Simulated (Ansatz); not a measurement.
**PdSb (P6₃/mmc, No. 194, 4 atoms in the cell; start mp-1769)**

The numbers are results of LDA in Ansatz (plane waves, PAW), not measurements.

Numerical settings: plane-wave cutoff 520 eV, 18×18×10 k mesh (along the axes of the cell as run), Fermi–Dirac smearing 0.05 eV, scalar-relativistic PAW data made under PBE.

Cell (relaxed at this level):

```cif
data_Pd2Sb2
_chemical_formula_sum 'Sb2 Pd2'
_space_group_name_H-M_alt 'P63/mmc'
_space_group_IT_number 194
_space_group_name_Hall '-P 6c 2c'
_cell_length_a 4.05643
_cell_length_b 4.05643
_cell_length_c 5.52618
_cell_angle_alpha 90.000
_cell_angle_beta 90.000
_cell_angle_gamma 120.000
loop_
_atom_site_label
_atom_site_type_symbol
_atom_site_symmetry_multiplicity
_atom_site_Wyckoff_symbol
_atom_site_fract_x
_atom_site_fract_y
_atom_site_fract_z
_atom_site_occupancy
Sb1 Sb 2 c 0.33333 0.66667 0.25000 1
Pd1 Pd 2 a 0.00000 0.00000 0.00000 1
```

```
Item                  Value
------------  -------------
band gap      zero (no gap)
bulk modulus        131 GPa
```

Note: the relaxation could not lower the start's symmetry, so the cell can be a saddle point above a distorted one; the bulk modulus is −V dP/dV from two relaxed cells at ±2 % in volume.

Spin–orbit coupling is not included; it can open a gap where bands touch, and shift volumes and moduli.

Static lattice: no zero-point or thermal effects.

A start named mp-… is a Materials Project structure, which need not be a measured phase.

Ansatz is a first-principles code.
